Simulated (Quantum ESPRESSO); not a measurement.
## Sensitivity of a calculation on Nb5SiB2 (I4/mcm, 16 atoms in the cell) to its settings

```xyz
16
Lattice="-3.1351 3.1351 5.8402 3.1351 -3.1351 5.8402 3.1351 3.1351 -5.8402" Properties=species:S:1:pos:R:3 pbc="T T T"
Nb     0.0000     0.0000     0.0000
Nb     0.0000     0.0000     5.8402
Nb     1.0619     4.1970     1.6101
Nb     2.0732    -1.0619     4.2301
Nb     2.0732     1.0619     1.6101
Nb     1.0619     2.0732     4.2301
Nb     2.0732    -1.0619     7.4503
Nb     1.0619     4.1970    -1.6101
Nb     1.0619     2.0732     7.4503
Nb     2.0732     1.0619    -1.6101
Si     0.0000     0.0000     2.9201
Si     0.0000     0.0000     8.7603
B      3.8373     0.7022     0.0000
B     -0.7022     2.4329     5.8402
B      2.4329     0.7022     5.8402
B      0.7022     2.4329     0.0000
```

Base run A: LDA (PZ), GBRV 1.5 ultrasoft (LDA) pseudopotentials run with Quantum ESPRESSO 7.5, self-consistent single point.

Its settings: ecutwfc = 40 Ry; ecutrho = 320 Ry; occupations = smearing; smearing = gauss; degauss = 0.0073499 Ry; potentials = {Nb: nb_lda_v1.uspp.F.UPF, Si: si_lda_v1.uspp.F.UPF, B: b_lda_v1.4.uspp.F.UPF}; K_POINTS = automatic 5 5 5 1 1 1; conv_thr = 1e-11 Ry.

The starting cell comes from a database of computed structures (which also holds hypothetical and non-ambient phases and stackings), without a prior relaxation at this level. Spin polarisation is off. In the base run, with a pressure of about -11 GPa the cell is away from its equilibrium volume at this level.

ΔF is the free energy per atom less that of run A. 

Runs:
- B: lattice scaled by 0.985
- C: K_POINTS: automatic 5 5 5 1 1 1 → automatic 3 3 3 1 1 1
- D: smearing: gauss → fd; degauss: 0.0073499 Ry → 0.0036749 Ry
- E: conv_thr: 1e-11 Ry → 0.0073 Ry
- F: nbnd: default → 79
- G: diagonalization: default → paro

| run | ΔF (meV/atom) | pressure (GPa) | largest force (eV/Å) | k-points |
|---|---|---|---|---|
| A | 0.00 | -10.77 | 0.272 | 18 |
| B | -23.3 | -0.80 | 0.119 | 18 |
| C | 7.2 | -10.57 | 0.299 | 6 |
| D | -0.76 | -10.77 | 0.273 | 18 |
| E | 1.06 | -10.80 | 0.171 | 18 |
| F | 0.00 | -10.77 | 0.272 | 18 |
| G | 0.00 | -10.77 | 0.272 | 18 |

Run B against A: The free energy drops by 23.3 meV/atom, the pressure goes from -10.77 to -0.80 GPa and the largest force goes from 0.272 to 0.119 eV/Å.

Run C against A: The free energy goes up by 7.2 meV/atom, the pressure goes from -10.77 to -10.57 GPa and the largest force goes from 0.272 to 0.299 eV/Å.
